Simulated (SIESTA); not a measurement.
How a calculation on In2AsPt8 (P4/mmm, 11 atoms in the cell) responds to its settings

Space group P4/mmm (No. 123); a = b = 4.0099 Å, c = 11.2085 Å, α = β = γ = 90.00°

| atom | site | symmetry | x | y | z |
|---|---|---|---|---|---|
| In | 2h | 4mm | 0.5000 | 0.5000 | 0.1804 |
| As | 1b | 4/mmm | 0.0000 | 0.0000 | 0.5000 |
| Pt | 2f | mmm. | 0.0000 | 0.5000 | 0.0000 |
| Pt | 4i | 2mm. | 0.0000 | 0.5000 | 0.3625 |
| Pt | 2g | 4mm | 0.0000 | 0.0000 | 0.1796 |

Base run A: SIESTA with GGA PBEsol, numerical atomic orbitals TZP, PseudoDojo PBEsol standard norm-conserving potentials (rewritten from UPF to PSML), self-consistent single point.

Its settings: XC.functional = GGA; XC.authors = PBEsol; potentials = PseudoDojo PBEsol standard; PAO.BasisSize = TZP; PAO.EnergyShift = 0.01 Ry; MeshCutoff = 300 Ry; kgrid.MonkhorstPack = 5 5 2; OccupationFunction = FD; ElectronicTemperature = 100 meV; MaxSCFIterations = 150; SCF.Mixer.Method = Pulay; SCF.Mixer.Weight = 0.1; SCF.Mixer.History = 6; SCF.DM.Tolerance = 1.0E-05.

The starting cell comes from a database of computed structures (which also holds hypothetical and non-ambient phases and stackings), without a prior relaxation at this level. Spin polarisation is off; with an odd number of electrons in the cell that forces a metal, and a magnetic state may lie lower. Values carry the incompleteness of an atom-centred basis. In the base run, with a pressure of about -4 GPa the cell is away from its equilibrium volume at this level.

ΔF is the free energy per atom less that of run A. A dash stands where there is no value to compare (another energy zero or no entropy term, no result, no spin, no clean gap, or a mesh too coarse for one). 

| run | change | ΔF (meV/atom) | pressure (GPa) | largest force (eV/Å) | ending |
|---|---|---|---|---|---|
| A | base | 0.00 | -4.21 | 0.529 | converged |
| B | SCF.DM.Tolerance: 1.0E-05 → default; SCF.DM.Converge: default → false; SCF.H.Converge: default → false; SCF.FreeE.Converge: default → true; SCF.FreeE.Tolerance: default → 1.0E-01 eV | 0.64 | -4.51 | 0.513 | converged |
| C | SCF.DM.Tolerance: 1.0E-05 → default; SCF.DM.Converge: default → false; SCF.H.Converge: default → false; SCF.FreeE.Converge: default → true; SCF.FreeE.Tolerance: default → 1.0E-02 eV | 0.18 | -4.36 | 0.521 | converged |
| D | SCF.DM.Tolerance: 1.0E-05 → default; SCF.DM.Converge: default → false; SCF.H.Converge: default → false; SCF.FreeE.Converge: default → true; SCF.FreeE.Tolerance: default → 1.0E-03 eV | 0.02 | -4.26 | 0.529 | converged |
| E | SCF.DM.Tolerance: 1.0E-05 → default; SCF.DM.Converge: default → false; SCF.H.Converge: default → false; SCF.FreeE.Converge: default → true; SCF.FreeE.Tolerance: default → 1.0E-04 eV | 0.00 | -4.21 | 0.530 | converged |
| F | SCF.DM.Tolerance: 1.0E-05 → default; SCF.DM.Converge: default → false; SCF.H.Converge: default → false; SCF.FreeE.Converge: default → true; SCF.FreeE.Tolerance: default → 1.0E-05 eV | 0.00 | -4.21 | 0.530 | converged |
| G | SCF.DM.Tolerance: 1.0E-05 → default; SCF.DM.Converge: default → false; SCF.H.Converge: default → false; SCF.FreeE.Converge: default → true; SCF.FreeE.Tolerance: default → 1.0E-06 eV | 0.00 | -4.21 | 0.529 | converged |
| H | SCF.DM.Tolerance: 1.0E-05 → default; SCF.DM.Converge: default → false; SCF.H.Converge: default → false; SCF.FreeE.Converge: default → true; SCF.FreeE.Tolerance: default → 1.0E-08 eV | 0.00 | -4.21 | 0.529 | converged |
| I | SCF.DM.Tolerance: 1.0E-05 → default; SCF.DM.Converge: default → false; SCF.H.Converge: default → false; SCF.FreeE.Converge: default → true; SCF.FreeE.Tolerance: default → 1.0E-10 eV | 0.00 | -4.21 | 0.529 | converged |
| J | SCF.DM.Tolerance: 1.0E-05 → default; SCF.DM.Converge: default → false; SCF.H.Converge: default → false; SCF.FreeE.Converge: default → true; SCF.FreeE.Tolerance: default → 1.0E-12 eV | – | – | – | not converged |

Run B against A: The free energy is nearly the same (within 1 meV/atom), the pressure goes from -4.21 to -4.51 GPa and the largest force goes from 0.529 to 0.513 eV/Å.

Run C against A: The free energy hardly moves (within 1 meV/atom), the pressure goes from -4.21 to -4.36 GPa and the largest force moves little (0.529 to 0.521 eV/Å).
